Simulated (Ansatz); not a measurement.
Results of r²SCAN-D4 (Ansatz, a program for electronic structure, PAW) for NaSe (P6₃/mmc, No. 194; cell taken from a computed entry).

Numerical settings: plane-wave cutoff 500 eV, 12×12×4 k mesh (along the axes of the cell as run), gaussian smearing 0.02 eV, scalar-relativistic PAW data made under PBE.

Computed at the level's own relaxed cell.

Question: What does this level give for the equilibrium volume per atom, equilibrium lattice constant a, c axis length and band gap?

Answer: 
equilibrium volume per atom: 24.92 Å³/atom
equilibrium lattice constant a: 4.637 Å
c axis length: 10.706 Å
band gap: 0.85 eV (on the SCF k mesh)

Note: the relaxation could not lower the start's symmetry, so the cell can be a saddle point above a distorted one.

Spin–orbit coupling is not included.

The computed numbers hold no vibrational or temperature effects.
